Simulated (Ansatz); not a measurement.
**SrTiO3 under load (space group R-3m): band-edge transport data**

Consider the following.

```
SrTiO3
1.0
    3.88881    -0.00564    -0.00564
   -0.00564     3.88881    -0.00564
   -0.00564    -0.00564     3.88881
Sr Ti O
1 1 3
Direct
  0.00000   0.00000   0.00000
  0.50000   0.50000   0.50000
  0.50000   0.00000   0.50000
  0.00000   0.50000   0.50000
  0.50000   0.50000   0.00000
```

Level of theory: PBEsol with spin-orbit coupling, rigid bands (plane waves, PAW; Ansatz, a quantum-chemistry and plane-wave program). Condition of this run: uniaxial stress along [111] of 1 GPa (compression positive) (the target of the relaxation). Geometry: cell and atoms relaxed with PBEsol, then loaded as said.

```json
{
 "band_gap": "1.83 eV",
 "electron conductivity mass (300 K, dilute)": "0.66 mₑ",
 "hole conductivity mass (300 K, dilute)": "1.86 mₑ",
 "effective density of states N_c (300 K)": "4.5e19 cm⁻³",
 "effective density of states N_v (300 K)": "2.1e20 cm⁻³",
 "density_of_states_mass_electrons": "1.49 mₑ",
 "density_of_states_mass_holes": "4.1 mₑ",
 "Seebeck coefficient, n-type 1e19 cm⁻³, 300 K": "-391 μV/K",
 "Seebeck coefficient, p-type 1e19 cm⁻³, 300 K": "513 μV/K"
}
```

Rigid bands; masses and Seebeck coefficients take one relaxation time τ for all states and one kind of carrier; polarons and phonon drag are left out.
